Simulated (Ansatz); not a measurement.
**What tensor shear ε_xy = +1.14 % does to ZnSe**

Take ZnSe in the zinc blende structure (space group F-43m, No. 216; a = 5.666 Å) as the base. Axes: x, y, z lie along the cube axes.

It is then changed as follows: a pure shear with ε_xy = ε_yx = 0.0114, atoms relaxed at fixed cell.

All numbers come from r2SCAN (Ansatz, an electronic-structure program; PAW; 500 eV plane waves; no spin-orbit coupling). Settings: 10×10×10 k-points, 0.05 eV Fermi–Dirac smearing.

| quantity | base | changed | shift |
|---|---|---|---|
| volume per atom | 22.73 Å³ | 22.73 Å³ | 0.00 Å³ |
| space group | F-43m (No. 216) | Imm2 (No. 44) | – |
| shortest interatomic distance | 2.453 Å | 2.447 Å | -0.006 Å |
| energy relative to the base (free energy F) | 0 meV/atom | +1.5 meV/atom | +1.5 meV/atom |
| pressure (mean of the normal stresses, compression positive) | -0.01 GPa | 0.00 GPa | +0.01 GPa |
| band gap | 1.87 eV | 1.79 eV | -0.08 eV |
| gap character | direct at Γ | direct at Γ | – |
| valence-band top at Γ (three highest levels, from the VBM) | 0.00, 0.00, 0.00 eV | 0.00, -0.07, -0.14 eV | – |
| valley order (the lowest conduction-band minima on the path, energy above the VBM, named in the base's zone) | Γ 1.87 eV; L along ⟨111⟩ 3.05 eV; X along ⟨100⟩ 3.34 eV | Γ 1.79 eV; L along [1-1-1] 2.89 eV; L along [111] 3.08 eV; X along [001] 3.21 eV | – |
| stress (xx, yy, zz, yz, xz, xy; compression positive) | – | (0.01, 0.01, -0.01, 0.00, 0.00, -0.95) GPa | – |

The cells carry an imposed strain or load. Stability against distortions was not tested. k-point labels follow each cell's own Brillouin zone.
